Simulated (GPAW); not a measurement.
Equation of state of rock-salt ZrC (space group 225): energy against volume (GPAW, PBE)

```
ZrC
1.0
    0.00000     2.30822     2.30822
    2.30822     0.00000     2.30822
    2.30822     2.30822     0.00000
Zr C
1 1
Direct
  0.00000   0.00000   0.00000
  0.50000   0.50000   0.50000
```

Method of the run: PBE, GPAW PAW datasets PBE (gpaw-data 1.0.1) (plane waves; GPAW). Settings: mode = pw; ecut = 1040 eV; xc = PBE; kpts = 21 21 21; mesh shift (steps) = 0 0 0; occupations.name = fermi-dirac; occupations.width = 0.05 eV; nbands = -8; convergence.density = 1e-05 e/electron; convergence.energy = 1e-05 eV/electron; symmetry.symmorphic = false; symmetry.tolerance = 0.0005; maxiter = 120. The cell above is the first row's. The rows scale it uniformly. In all rows fractional positions and the k mesh are held. E is the free energy at the stated smearing, counted from the lowest row.

| V (Å^3/atom) | E (meV/atom) |
|---|---|
| 12.298 | ? |
| 12.565 | 10.46 |
| 12.833 | 1.14 |
| 13.100 | 0.00 |
| 13.367 | 6.24 |
| 13.635 | 19.12 |
| 13.902 | 38.00 |
| 14.169 | 62.29 |
| 14.437 | 91.44 |

The 8 complete rows are fitted with the third-order Birch-Murnaghan form, a cubic in V^(-2/3), E against V. With u = V^(-2/3) - 0.177, the rows have u = 0.008023, 0.005438, 0.002950, 0.000546, -0.001788, -0.004039, -0.006219, -0.008339. Least squares gives E = 8.648 - 4763.78·u + 620841·u² + 149438·u³. Residuals (row less fit): -0.008, 0.014, -0.002, 0.008, -0.030, -0.007, 0.040, -0.019; standard error 0.028 (degrees of freedom: 4). Its minimum lies at u = 0.003831, so V0 = (0.180831)^(-3/2) = 13.00. There d²E/du² = 1245000 and d³E/du³ = 896600, so B0 = (4/9) × 13.00^(-7/3) × 1245000 × 0.160218 = 223 GPa (the last factor turns the table's units into GPa), and B0' = 4 + (2/3) × 0.180831 × (896600)/1245000 = 4.1. The program's pressures in the fitted runs (not shown) pass through zero at V = 13.00, 0.05 % from this V0.

Problem. What does the fit predict for E at V = 12.298, and how far is the calculated value from it?

Solution. u = 0.010691, so E = 8.648 - 4763.78 × 0.010691 + 620841 × 0.010691² + 149438 × 0.010691³ = 28.862 meV/atom. The calculation gives 28.87 meV/atom, 0.008 meV/atom above the prediction (under 0.05 % of the range of E in the table). The row lies outside the fitted rows, so this is an extrapolation. From the scatter of the fitted rows alone, a prediction at this place has a standard error of 0.084 meV/atom, so the miss is 0.1 times that.

Carrying the step between the two nearest rows on in a straight line would have given 19.75, off by 9.12; series whose last step already gives the withheld value aren't shown. The scan was laid around a cell of about the measured size, scaled by a guess for this functional. The runs keep the symmetry of the cell, so they don't test it for distortions. Cutoffs and mesh are single choices, not tested for convergence of this quantity. Series with a scatter that would blur these digits, or in which a gap closes, are not shown. Nor are scans whose minimum lies at an end fitted in this form.
